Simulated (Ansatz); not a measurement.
Model glasses of amorphous Ga2O3, 62 to 65 atoms (Ga24O36 before any change). Each row is one cell at a composition chosen by hand, melted whole on the CHGNet potential with the anions pushed apart under 1.9 Å, quenched within some picoseconds, far faster than a real film, and relaxed with PBE, scalar-relativistic without spin-orbit coupling (plane waves to 420 eV, PAW; Ansatz, a first-principles code). Each is the lower in DFT energy of 2 quenches. Cycles of charging and discharging were tried on the cells ahead of these points, and a cell that came back lower was taken. The column on the box says what of it was relaxed with the atoms; held means as the quench left it. Cells that kept moments or hold spare charge are left out.

At the relaxed places, the spacing of the highest filled and the lowest empty level was computed at the zone centre with PBE and with r2SCAN, without spin polarisation. A level counts as spread where PBE shares it among more than a fifth of the atoms; else the element of the atom with the largest weight is named. Formal charges balance in every cell (each cation at its usual highest valence, Cu and Ag at +1, Sb at +3, H at +1, O at −2, N at −3, F and Cl at −1). r2SCAN ran with plane waves to 500 eV. Where a level is localised, the spacing isn't the band gap.

```json
[
 {"cell": "Ga24O39B2", "change": "+2 B, +3 O", "box": "shape", "highest filled on": "O", "lowest empty on": "spread", "spacing, PBE (eV)": "1.00", "spacing, r2SCAN (eV)": "1.48"},
 {"cell": "Ga24O37Li2", "change": "+2 Li, +1 O", "box": "shape", "highest filled on": "O", "lowest empty on": "spread", "spacing, PBE (eV)": "1.32", "spacing, r2SCAN (eV)": "1.83"},
 {"cell": "Ga24O37Na2", "change": "+2 Na, +1 O", "box": "shape", "highest filled on": "O", "lowest empty on": "spread", "spacing, PBE (eV)": "1.51", "spacing, r2SCAN (eV)": "2.05"},
 {"cell": "Ga24O39In2", "change": "+2 In, +3 O", "box": "volume and shape", "highest filled on": "O", "lowest empty on": "spread", "spacing, PBE (eV)": "1.59", "spacing, r2SCAN (eV)": "2.12"},
 {"cell": "Ga24O38Si", "change": "+2 O, +1 Si", "box": "volume", "highest filled on": "O", "lowest empty on": "spread", "spacing, PBE (eV)": "1.62", "spacing, r2SCAN (eV)": "2.15"},
 {"cell": "Ga24O39La2", "change": "+2 La, +3 O", "box": "shape", "highest filled on": "O", "lowest empty on": "spread", "spacing, PBE (eV)": "1.76", "spacing, r2SCAN (eV)": "2.29"},
 {"cell": "Ga24O37Be", "change": "+1 Be, +1 O", "box": "shape", "highest filled on": "O", "lowest empty on": "spread", "spacing, PBE (eV)": "1.92", "spacing, r2SCAN (eV)": "withheld"},
 {"cell": "Ga24O38Hf", "change": "+1 Hf, +2 O", "box": "shape", "highest filled on": "O", "lowest empty on": "spread", "spacing, PBE (eV)": "2.03", "spacing, r2SCAN (eV)": "2.56"}
]
```

Fit a straight line of the last column on the one before it through the 7 full rows, and predict the withheld value for Ga24O37Be.

Means: x = 1.547, y = 2.069. Slope = Σ(Δx Δy) / Σ(Δx²) = 0.6695 / 0.6379 = 1.050; intercept = 2.069 − (1.050) × 1.547 = 0.445 eV; r.m.s. residual 0.012 eV. Prediction: 0.445 + (1.050) × 1.92 = 2.46 eV. The run gave 2.43 eV, a miss of 0.03 eV, more than twice the residual.
